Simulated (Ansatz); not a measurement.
**What tensor shear ε_xy = +0.29 % does to Nb**

Start from Nb in the bcc (W type) structure (space group Im-3m, No. 229; a = 3.273 Å; relaxed with 0.1 eV smearing). Axes: x, y, z lie along the cube axes.

The change: tensor shear ε_xy = +0.29 % (engineering shear γ = 0.0058), atoms relaxed at fixed cell.

Method: DFT with PBEsol, PAW potentials and a 420 eV plane-wave cutoff in Ansatz (a program for electronic structure), no spin-orbit coupling. Settings: 28×28×28 k-points, 0.1 eV Fermi–Dirac smearing.

| quantity | base | changed | shift |
|---|---|---|---|
| volume per atom | 17.53 Å³ | 17.53 Å³ | 0.00 Å³ |
| shortest interatomic distance | 2.834 Å | 2.829 Å | -0.005 Å |
| energy relative to the base (free energy F) | 0 meV/atom | 0.0 meV/atom | 0.0 meV/atom |
| band gap | zero | zero | – |
| stress (xx, yy, zz, yz, xz, xy; compression positive) | – | (0.0, 0.0, 0.0, 0.0, 0.0, -0.1) GPa | – |

Final structure:

```xyz
1
Lattice="-1.6317 1.6317 1.6365 1.6317 -1.6317 1.6365 1.6412 1.6412 -1.6365" Properties=species:S:1:pos:R:3 pbc="T T T"
Nb     0.0000     0.0000     0.0000
```

Cost of the whole job for the changed cell (relaxation, final SCF and bands): roughly 40 core-seconds.

The cells carry an imposed strain or load. Stability against distortions was not tested. All final runs are without spin polarisation.
